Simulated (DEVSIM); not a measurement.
Device: Ru/SiO2/p-Ge capacitor, at 300 K.

Layer 1 from the left is SiO2, thickness (nm) 1.40. Layer 2 from the left is Ge, thickness (nm) 1600, Na (cm⁻³) 1.3e17.

Metal gate on the left, work function 4.7 eV. Fixed charge at the semiconductor interface 0 cm⁻² (in units of +e); interface traps 2e12 cm⁻² eV⁻¹, uniform in energy, neutral level at 0.5 of the gap above the valence band.

This is a model device: material constants are rounded textbook-type values typed into the input, and sizes, dopings and lifetimes were drawn at random. Values at 300 K.

SiO2: gap (eV) 9, affinity (eV) 0.9, permittivity 3.9. Ge: gap (eV) 0.664, affinity (eV) 4, permittivity 16, Nc (cm⁻³) 1.04e19, Nv (cm⁻³) 6e18.

Model (solved in DEVSIM): 1D Poisson equation in equilibrium, Boltzmann statistics, complete ionisation; no quantum confinement or tunnelling. Metal contacts follow the ideal Schottky-Mott rule: no Fermi-level pinning, no interface dipoles.

**Question.** What does the simulation give for the flat-band voltage, the minimum of the low-frequency capacitance?

**Answer.** flat-band voltage 0.11 V; minimum of the low-frequency capacitance 0.443 μF/cm².
